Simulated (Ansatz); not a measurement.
Data:

End structure of a constructed model of the (0001) surface of hcp Ti, (√3x√3)R30° surface alloy, Ge on one Ti site of the top plane (bottom of the slab: a bare face, its two planes held):

```yaml
crystal:
  lattice:
    - [4.40796, 2.54493, 0.00000]
    - [-4.40796, 2.54493, 0.00000]
    - [0.00000, 0.00000, 28.00000]
  atoms:
    - { symbol: Ti, position: [0.33333, 0.00000, 0.29377] }
    - { symbol: Ti, position: [0.66667, 0.66667, 0.29377] }
    - { symbol: Ti, position: [0.00000, 0.33333, 0.29377] }
    - { symbol: Ti, position: [0.33333, 0.33333, 0.37683] }
    - { symbol: Ti, position: [0.66667, 0.00000, 0.37683] }
    - { symbol: Ti, position: [0.00000, 0.66667, 0.37683] }
    - { symbol: Ti, position: [0.33333, 0.00068, 0.46103] }
    - { symbol: Ti, position: [0.66599, 0.66599, 0.46103] }
    - { symbol: Ti, position: [0.00068, 0.33333, 0.46103] }
    - { symbol: Ti, position: [0.33333, 0.33333, 0.54422] }
    - { symbol: Ti, position: [0.66667, 0.00000, 0.54343] }
    - { symbol: Ti, position: [0.00000, 0.66667, 0.54343] }
    - { symbol: Ti, position: [0.33333, 0.00802, 0.62768] }
    - { symbol: Ti, position: [0.65865, 0.65865, 0.62768] }
    - { symbol: Ti, position: [0.00802, 0.33333, 0.62768] }
    - { symbol: Ge, position: [0.33333, 0.33333, 0.71277] }
    - { symbol: Ti, position: [0.66667, 0.00000, 0.70483] }
    - { symbol: Ti, position: [0.00000, 0.66667, 0.70483] }
```

Slab: 18 atoms, 11.5 Å thick at the start; k 9x9x1, smearing 0.1 eV, dipole-corrected; 6 atoms held, the rest relaxed; held to the start's symmetry, so lower structures may exist; no spin, no spin-orbit, no U. It is one candidate, not shown to be the stable structure of the face.

Problem. Give the work function of the top face at the level PBE in Ansatz (an electronic-structure program).

Solution. 4.14 eV
